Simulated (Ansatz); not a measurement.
Ansatz (a program for electronic structure), DFT, PBE, plane waves, its default PAW files: Al(100) slab of 6 layers, 2x2, O adatom, atoms displaced (Al24O), unrelaxed, 25 atoms. Basis and mesh were picked for this test and aren't claimed converged.

```yaml
cell: 5.73, 5.73, 21.73 Å; 90, 90, 90°
distance_to_the_nearest_atom: 2.04 to 2.83 Å
task: single point
k mesh: 4×4×1
hamiltonian.xc: pbe
kind_of_files: paw
scf.occupations.method: fermi_dirac
scf.occupations.width: 0.1 eV
scf.initial_density.chi_scale: 0.1
output.forces: true
binding of workers (--pin): off
k-point pools (--kpoint-pools): 1
memory maximum (--max-ram): 8GiB
accuracy: medium (default)
basis.precision: auto (default)
basis.xc_grid: 2 (default)
scf.eigensolver.kind: auto (default)
scf.convergence.dr2_threshold: 1e-07 (default)
scf.lower_state_search: light (default)
k-points after symmetry: 10
bands_at_the_start: 64
electrons: 78
plane waves at Γ: 13949
cutoff (eV): 420
FFT grid: 40×40×150
symmetry_operations: 1
```

Settings of this run: scf.mixing.algorithm = anderson, scf.mixing.preconditioner = auto, scf.mixing.ndim = 1, scf.algorithm = auto; 4 threads.

```
iteration  dr2 (eV)     Hψ
---------  --------  -----
1            2.29e3   4696
2            2.56e4  17613
3            1.48e3  12363
4            6.57e2   7425
5            3.93e2   5779
6            5.23e2   5853
7            4.48e2   4707
8            9.16e2   5623
9            2.50e2   5258
10           2.21e2   4869
11           6.06e2   3937
12           1.65e2   4942
13           4.62e2   4877
14           2.16e2   5000
…                 …      …
21           6.03e2   3227
22           4.93e2   3108
23           5.75e2   3272
24           4.62e2   2879
25           4.26e2   3993
26           2.10e2   3024
27           5.00e2   2974
28           7.69e1   2799
…                 …      …
34          8.22e-1   7158
35          3.33e-1   5100
36          1.95e-3   4437
37          8.19e-5   3028
38          2.81e-6   1781
39          8.60e-7   1349
40          3.33e-8   2073
41          3.33e-8   2258
```

It converged after 41 SCF iterations.

Problem. Which change of one setting makes this cycle converge in far fewer steps?

Solution. This is not unique; one that fits is scf.mixing.ndim = 4 (15 SCF iterations), all else kept. The other changes of this size gave: scf.mixing.ndim = 16 (21); scf.mixing.ndim = not set (24). With more settings changed, the fewest of all runs of this system: scf.mixing.algorithm = auto (default), scf.mixing.ndim = not set, scf.algorithm = direct_min (9). In that run the program took: scf.mixing.preconditioner LDOS, scf.eigensolver.kind band_cg, --slots 4. The change moves the result by: energy under 0.001 meV/atom, forces (largest component) 0.045 meV/Å. Counts are of single runs.

Keys are those of Ansatz 0.2.
